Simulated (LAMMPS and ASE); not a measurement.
Interatomic potentials scored against PBE on 5 thermal frames of Si60As4 melt, 64 atoms, from DFT MD at 1840 K and 0 GPa (started from the melt; by its diffusion the run was liquid).

Reference: DFT, PBE, plane waves, Ansatz's default PAW set, run with Ansatz at one k-point, whose own sampling error enters the misses (most for metals); rms force 0.88 eV/Å, static pressure -1.1 GPa, which carries the basis error of a finite cutoff. Potentials ran in LAMMPS and ASE. The MPtrj networks were trained on PBE and PBE+U, and their training set holds relaxations of crystals, many of these compositions among them. Potentials trained on another functional, or fitted to measurement, also carry the gap between that and the reference.

- SevenNet-0: SevenNet-0, trained on MPtrj
- CHGNet r2SCAN: CHGNet transfer-learned on r2SCAN data
- SevenNet-l3i5: SevenNet-l3i5, trained on MPtrj
- CHGNet 0.3.0: CHGNet 0.3.0, trained on MPtrj (PBE and PBE+U)

```
potential      force RMSE (eV/Å)  RMSE over rms force  force correlation  relative energy RMSE (meV/atom)  static pressure miss (GPa)
-------------  -----------------  -------------------  -----------------  -------------------------------  --------------------------
SevenNet-l3i5               0.22                 0.25               0.97                              5.3                        -1.2
SevenNet-0                  0.22                 0.25               0.97                              1.6                        -1.0
CHGNet 0.3.0                0.25                 0.28               0.96                              1.6                        -0.4
CHGNet r2SCAN               0.36                 0.41               0.92                              2.7                        -2.6
```
